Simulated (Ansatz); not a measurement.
Amorphous Si$_{24}$O$_{48}$Mo, 73 atoms at 2.31 g/cm³, one PBE-relaxed geometry, zone centre. Methods: PBE, scalar-relativistic without spin-orbit coupling (Ansatz, a program for electronic structure); r2SCAN, scalar-relativistic without spin-orbit coupling (Ansatz); HSE06, scalar-relativistic without spin-orbit coupling (Ansatz). Plane waves to 420 eV (r2SCAN 500 eV); exact exchange is cut at the cell's faces. The usual formal charges leave 6 electrons over, so the level spacing at the Fermi energy parts defect or band states and needn't be the band gap. In the spin-polarised cell the level spacing at the Fermi energy can part levels of unlike spin. At PBE the levels at both edges of the gap are localised (band-tail or defect states), and the nearest spread-out levels lie 5.3 eV apart at the zone centre.

It comes from a melt-quench run on a machine-learned potential (CHGNet), relaxed afterwards by DFT. O atoms were pushed apart under 1.9 Å during the dynamics, to hinder bonds among them. The hot cell started wider than the set density and was brought back towards it in steps. It is the lowest in DFT energy of 2 quenches. It is a model cell: composition and starting density were chosen by hand, and all elements were melted together. No dispersion term was used. Its density started from a set value of 2.31 and ended at 2.31 g/cm³. Cooling (nominally 480 K/ps over its main leg) ran many orders faster than in experiment, which tends to leave more defects and strain. One small periodic cell is one sample of the glass; other quenches scatter about these values. The volume was held where the preparation left it and the shape relaxed, at a PBE pressure of 0.2 GPa. Cycles of charging lowered its energy after that relaxation.

The relaxation ran on the zone centre alone. At PBE the level spacing at the Fermi energy is 1.57 eV on a 2×2×2 Γ-centred mesh, and the spacing at the zone centre alone 1.58 eV.

Q: What zone-centre spacing does r2SCAN give, roughly?

A: 2.10 eV (+0.52 eV against PBE).

Q: What zone-centre spacing does HSE06 give, roughly?

A: 3.26 eV (+1.68 eV against PBE).

The highest filled and the lowest empty state spread over these numbers of atoms (participation numbers): PBE: 1.9 and 1.9; r2SCAN: 6.6 and 2.2; HSE06: 6.4 and 2.2.
